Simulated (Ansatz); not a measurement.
The parent structure is a 16-atom supercell of Cu$_{3}$Au in the Cu3Au type structure (space group Pm-3m, No. 221) at its relaxed geometry.

```
Cu3Au
1.0
    3.78050    -3.78050    -3.78050
   -3.78050     3.78050    -3.78050
    3.78050     3.78050     3.78050
Cu Au
12 4
Cartesian
  0.00000   1.89025  -1.89025
  3.78050  -1.89025  -1.89025
  3.78050   1.89025  -1.89025
  3.78050   1.89025   1.89025
  1.89025   1.89025  -3.78050
  1.89025   1.89025   0.00000
 -1.89025   1.89025  -3.78050
  1.89025  -1.89025  -3.78050
  1.89025   0.00000  -1.89025
 -1.89025   3.78050  -1.89025
  1.89025   3.78050   1.89025
  1.89025   3.78050  -1.89025
  0.00000   0.00000  -3.78050
  0.00000   0.00000   0.00000
  0.00000   3.78050   0.00000
  3.78050   0.00000   0.00000
```

Calculations: Ansatz (a quantum-chemistry and plane-wave program) PBE, scalar-relativistic without spin-orbit coupling.

Before the change:

| Property | Result |
|---|---|
| Pressure | -0.1 GPa |
| Mean distance from the defect site to its nearest host atoms | 2.67 Å |

The change: a neutral Tl on a Au site, atoms relaxed at fixed cell, starting from a slightly rattled geometry.

**Question.** What does the calculation give for the pressure after the change?

**Answer.** The pressure increases by 4.12 GPa, from -0.1 GPa to 4.1 GPa.

**Question.** Predict the new mean distance from the defect site to its nearest host atoms.

**Answer.** The mean distance from the defect site to its nearest host atoms increases by 0.04 Å, from 2.67 Å to 2.71 Å.

In so small a cell the defect repeats every few ångströms: this is an ordered compound, not a dilute defect. All final runs are without spin polarisation. The defect cell is not spin-polarised.
